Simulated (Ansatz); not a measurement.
The starting structures come from a database of crystals and need not be the phases stable at ambient conditions.

By PBEsol, the system below comes out a metal.

The ballistic (Sharvin) conductance counts the channels at the Fermi level: G/A = (e²/h) × channels of both spins per area.

Input:

```yaml
crystal:
  lattice:
    - [4.16854, 0.00000, 0.00000]
    - [0.00000, 4.16854, 0.00000]
    - [0.00000, 0.00000, 4.16854]
  atoms:
    - { symbol: Lu, position: [0.00000, 0.00000, 0.00000] }
    - { symbol: Al, position: [0.00000, 0.50000, 0.50000] }
    - { symbol: Al, position: [0.50000, 0.00000, 0.50000] }
    - { symbol: Al, position: [0.50000, 0.50000, 0.00000] }
```

Space group of this cell: Pm-3m, Cu3Au type. The cell is taken as given; by PBEsol its mean pressure is -1.4 GPa.

The current flows along the normal of the first two printed cell vectors, the (001) plane of the conventional cell. No spin-orbit coupling; the value is a mean over 0.1 eV about the Fermi level.

Compute, with Ansatz (a first-principles code) with PBEsol, the ballistic conductance per area.

0.60 × 10¹⁵ S/m² for both spins.
